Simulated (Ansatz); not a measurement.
A zone-centre phonon calculation of CuNi (R-3m, 2 atoms in the cell) with Ansatz (a first-principles code).

Method: LDA (PW92), default PAW files made with PBE (plane waves; Ansatz).

```yaml
crystal:
  lattice:
    - [1.23279, 0.71175, 4.05116]
    - [-1.23279, 0.71175, 4.05116]
    - [0.00000, -1.42350, 4.05116]
  atoms:
    - { symbol: Cu, position: [0.00000, 0.00000, 0.00000] }
    - { symbol: Ni, position: [0.50000, 0.50000, 0.50000] }
```

Reference input (self-consistent single point, DFT, LDA (PW92), plane waves, default PAW files made with PBE): basis.ecutwfc = 420 eV; kpoints.mp_grid.grid = 15 15 15; hamiltonian.xc = lda; hamiltonian.pseudopotentials = {kind: paw} (the program's default PAW files); scf.occupations.method = gaussian; scf.occupations.width = 0.1 eV. This run's input differs from it in these lines:

```diff
@@ -20,7 +20,5 @@
     method: gaussian
-    width: 0.1
-output:
-  forces: true
-  eigenvalues: true
-  stress: true
+    width: 0.05
+phonons:
+  method: dfpt
```

Output, abridged:

```
SCF iter   1: F=—  HF=-12329.100822 eV  |F-HF|=—  |Δ(HF+E_count)|=         —  Δρ=3.03e-2  dr2=1.07e-1  ethr=1.77e-3  ⟨swp⟩=5.9  Hψ=79453  notcnv=0
all-band conjugate gradients solve this SCF's bands
preconditioner: auto → none
SCF iter   2: F=—  HF=-12329.087090 eV  |F-HF|=—  |Δ(HF+E_count)|=   1.37e-2  Δρ=1.46e-2  dr2=3.68e-2  ethr=2.89e-4  ⟨swp⟩=2.0  Hψ=31682  notcnv=0  defer=369
   [... lines left out ...]
SCF iter   6: F=—  HF=-12329.083692 eV  |F-HF|=—  |Δ(HF+E_count)|=   7.25e-6  Δρ=4.46e-5  dr2=7.15e-8  ethr=6.93e-9  ⟨swp⟩=2.2  Hψ=35063  notcnv=0  defer=369
SCF iter   7: F=—  HF=-12329.083692 eV  |F-HF|=—  |Δ(HF+E_count)|=   5.66e-8  Δρ=6.24e-6  dr2=3.26e-9  ethr=1.93e-10  ⟨swp⟩=1.6  Hψ=25389  notcnv=0  defer=369
SCF iter   8: F=—  HF=-12329.083692 eV  |F-HF|=—  |Δ(HF+E_count)|=  5.75e-10  Δρ=7.56e-7  dr2=7.66e-11  ethr=8.80e-12  ⟨swp⟩=1.7  Hψ=27610  notcnv=0  defer=369
SCF iter   9: F=-12329.083692 eV  HF=-12329.083692 eV  |F-HF|=3.64e-12  |Δ(HF+E_count)|=  5.46e-12  Δρ=1.01e-7  dr2=4.63e-13  ethr=1.00e-12  ⟨swp⟩=7.2  Hψ=97818  notcnv=0
SCF 1 converged in 9 iterations: F = -12329.083692 eV  dr2 = 4.63e-13
DFPT response loops at Γ: preconditioner auto → Kerker (q_TF=auto, 2.991 Å⁻¹) (partly filled bands, converged f_vac=0.000) …
Free energy (F): -12329.083692 eV
Internal energy: -12329.081993 eV  (E = F + TS)
E sigma→0 (E₀):  -12329.082842 eV
Entropy (-TS):   -0.001699 eV (-0.850 meV/atom)
Fermi energy:    18.140064 eV
--- Phonons (Γ-DFPT): 4 representative perturbations + reference, on 904 of 3375 k-points (Σ response iterations 14) ---
  k mesh reduced under 2 symmetry operations, with k and −k counted as one. Each operation leaves every solved perturbation unchanged …
  ASR residual: 7.928e-5 → 0.000e0 eV/Å²; symmetrization residual: 3.783e-4 eV/Å²
  ASR residual per site (eV/Å²): 7.93e-5 1.28e-5
  Γ frequencies (cm⁻¹): 0.00 0.00 0.00 135.36 135.36 291.04
  non-analytic LO–TO correction: not included (Born effective charges unavailable; polar crystals: no LO–TO splitting at Γ)
```

The run converged in 9 iterations. 

Summary of the result:
```
Item                                                                      Result
--------------------------------------------------------  ----------------------
Free energy E − TS (on the zero of these files)                   -12329.0837 eV
Fermi level (on the code's own zero)                                    18.14 eV
Zone-centre frequencies (cm⁻¹; negative means imaginary)  0, 0, 0, 135, 135, 291
```

The starting cell comes from a database of computed structures (which also holds hypothetical and non-ambient phases and stackings), without a prior relaxation at this level. Its lattice was rescaled by up to half a per cent. Spin polarisation is off.

Cost on one core of a shared machine: roughly 6 min.

Keys are those of Ansatz 0.2.
